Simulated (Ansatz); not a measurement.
## Zone-centre phonon calculation of Sr3Cd (P6_3/mmc, 8 atoms in the cell) at several settings

```
Sr3Cd
1.0
    7.94834     0.00000     0.00000
   -3.97417     6.88346     0.00000
    0.00000     0.00000     6.37518
Sr Cd
6 2
Cartesian
  3.97417   4.66974   1.59380
 -2.05703   5.77660   4.78139
  1.91714   1.10686   1.59380
  0.00000   2.21372   4.78139
  6.03120   1.10686   1.59380
  2.05703   5.77660   4.78139
  0.00000   4.58898   1.59380
  3.97417   2.29448   4.78139
```

Base: Ansatz (an electronic-structure program) with LDA (PW92), default PAW files made with PBE. Its settings: basis.ecutwfc = 420 eV; kpoints.mp_grid.grid = 4 4 4; hamiltonian.xc = lda; hamiltonian.pseudopotentials = {kind: paw} (the program's default PAW files); scf.occupations.method = cold; scf.occupations.width = 0.136 eV. Starting volume 43.60 Å³ per atom.

Each line gives the change from the base single point and the result:

- kpoints.mp_grid.grid: 4 4 4 → 1 1 1; phonons.method: default → dfpt: zone-centre frequencies (cm⁻¹; negative means imaginary) -86, -52, -40, -40, 0, 0, 0, 10, 15, 15, 35, 35, 62, 62, 82, 92, 92, 98, 98, 110, 110, 113, 115, 117.
- phonons.method: default → dfpt: zone-centre frequencies (cm⁻¹; negative means imaginary) -42, -12, -12, 0, 0, 0, 8, 13, 15, 15, 38, 38, 50, 50, 61, 87, 87, 93, 93, 101, 101, 107, 112, 117.

The starting cell was generated: these elements placed on a structure prototype, without a prior relaxation; it need not be a known phase or ordering of this composition.

Frequencies and response belong to this unrelaxed cell, and polar modes hold no LO-TO splitting.

Left out of this page: 1 run of the series outside the window shown, repeating another row's setting, or not comparable.

Keys are those of Ansatz 0.2.
